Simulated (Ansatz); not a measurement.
A user runs Ansatz (a program for electronic structure) on BePd (Pm-3m, 2 atoms in the cell) and asks whether the run is sound. The aim is a self-consistent single point with DFT, r2SCAN, plane waves, default PAW files made with PBE.

Cell that was meant: a = 2.8130 Å, b = 2.8130 Å, c = 2.8130 Å, α = 90.00°, β = 90.00°, γ = 90.00°.

Part of the input:

```yaml
  occupations:
    method: gaussian
    width: 0.1 eV
  max_iter: 40
  convergence:
    dr2_threshold: 1.0e-22 eV
output:
  forces: true
  eigenvalues: true
```

Output, abridged:

```
WARN basis.ecutwfc = 500 eV, the default
WARN ansatz: RAYON_NUM_THREADS=1 ignored (pool sized by the plan → 1); use --threads N
   [... lines left out ...]
PAW frozen core: Pd, regenerated for the run's functional
Initial density: superposition of atomic densities (neutral atoms: chi_scale 0, normalization atom), corrected by the library's trained network
Initial wavefunctions: pseudopotential atomic-orbital guess
Eigensolver: davidson
Functional: x = r2scan, c = r2scan; τ floored in thin density (d = 2e-4 eV/Å³)
SCF iter   1: F=—  HF=-7080.195970 eV  |F-HF|=—  |Δ(HF+E_count)|=         —  Δρ=1.12e-2  dr2=1.57e-2  dr2_τ=2.54e-2  ethr=1.77e-3  ⟨swp⟩=5.0  Hψ=1588  notcnv=0
all-band conjugate gradients solve this SCF's bands
preconditioner: auto → none
SCF iter   2: F=—  HF=-7080.229660 eV  |F-HF|=—  |Δ(HF+E_count)|=   3.37e-2  Δρ=8.50e-3  dr2=1.03e-2  dr2_τ=8.24e-4  ethr=7.83e-5  ⟨swp⟩=2.0  Hψ=638  notcnv=0  defer=2
   [... lines left out ...]
SCF iter  13: F=—  HF=-7080.227323 eV  |F-HF|=—  |Δ(HF+E_count)|=  2.73e-12  Δρ=2.67e-12  dr2=1.74e-21  dr2_τ=1.56e-22  ethr=9.19e-19 (applied; sched 1.00e-12)  ⟨swp⟩=1.0  Hψ=278  notcnv=0  defer=2
SCF iter  14: F=—  HF=-7080.227323 eV  |F-HF|=—  |Δ(HF+E_count)|=  3.64e-12  Δρ=1.11e-12  dr2=1.14e-22  dr2_τ=5.28e-23  ethr=9.19e-19 (applied; sched 1.00e-12)  ⟨swp⟩=1.0  Hψ=278  notcnv=0  defer=2
SCF iter  15: F=-7080.227323 eV  HF=-7080.227323 eV  |F-HF|=1.82e-12  |Δ(HF+E_count)|=  3.64e-12  Δρ=3.43e-13  dr2=1.96e-23  dr2_τ=1.40e-24  ethr=1.00e-12  ⟨swp⟩=1.3  Hψ=387  notcnv=0
SCF 1 converged in 15 iterations: F = -7080.227323 eV  dr2 = 1.96e-23
Free energy (F): -7080.227323 eV
Internal energy: -7080.221185 eV  (E = F + TS)
E sigma→0 (E₀):  -7080.224254 eV
Entropy (-TS):   -0.006138 eV (-3.069 meV/atom)
Fermi energy:    16.920566 eV
--- Forces (eV/Å), atoms counted from 1 ---
  atom   1  Be    -0.00000000     0.00000000    -0.00000000
  atom   2  Pd     0.00000000    -0.00000000     0.00000000
--- Stress (GPa, compression-positive) ---
       -0.499612       0.000000       0.000000
       -0.000000      -0.499612       0.000000
       -0.000000       0.000000      -0.499612
  P = ⅓ Tr σ = -0.4996 GPa (-4.996 kbar)
  The stress holds the Pulay correction. Without it, at fixed plane waves, as pw.x and ABINIT print it: P = -0.6775 GPa
```

Problem. Can these results be used? Check the input.

Solution. The results can be used. The input holds a threshold far tighter than needed, beside a limit on iterations, which can do harm: each further decade of the residual costs iterations, and near the noise of double precision and of the grids the loop may never get there. Here it did none. The run converged in 15 iterations, and against the sound input the free energy hardly moves (within 1 meV/atom) and the pressure stays at -0.50 GPa. It cost iterations: the sound input took 6.

The sound input it was made from differs as follows (other fixes are possible):
```diff
-  max_iter: 40
-  convergence:
-    dr2_threshold: 1.0e-22 eV
```

With that input, the run converged in 6 iterations: free energy E − TS (on the zero of these files) -7080.2273 eV; Fermi level (on the code's own zero) 16.92 eV; pressure -0.50 GPa (DFT, r2SCAN, plane waves, default PAW files made with PBE).

On the sound input: the starting cell comes from a database of published, mostly measured structures (it also holds non-ambient and calculated ones), without a prior relaxation at this level. Spin polarisation is off. Ansatz's pressure includes its estimate of the finite-basis (Pulay) stress.

Keys are those of Ansatz 0.2.
